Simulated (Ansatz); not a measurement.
**Response to strain in ZnSe**

The reference is ZnSe in the zinc blende structure (space group F-43m, No. 216).

```xyz
2
Lattice="0.0000 2.7838 2.7838 2.7838 0.0000 2.7838 2.7838 2.7838 0.0000" Properties=species:S:1:pos:R:3 pbc="T T T"
Zn     0.0000     0.0000     0.0000
Se     1.3919     1.3919     1.3919
```

Strains are applied to the cell and any free atomic positions relax.

Level of theory: DFT with LDA, PAW potentials and a 420 eV plane-wave cutoff in Ansatz (a quantum-chemistry and plane-wave program), without spin-orbit coupling.

Candidates:
(a) isotropic strain +2.00 %
(b) isotropic strain −0.50 %
(c) isotropic strain +3.00 %

For the base:

```
Property    Value
--------  -------
Band gap  1.25 eV
```

Question: Order them by band gap, highest first.

Answer: (b) isotropic strain −0.50 % (1.31 eV), (a) isotropic strain +2.00 % (1.01 eV), (c) isotropic strain +3.00 % (0.89 eV)

Whether these cells are dynamically stable was not tested.
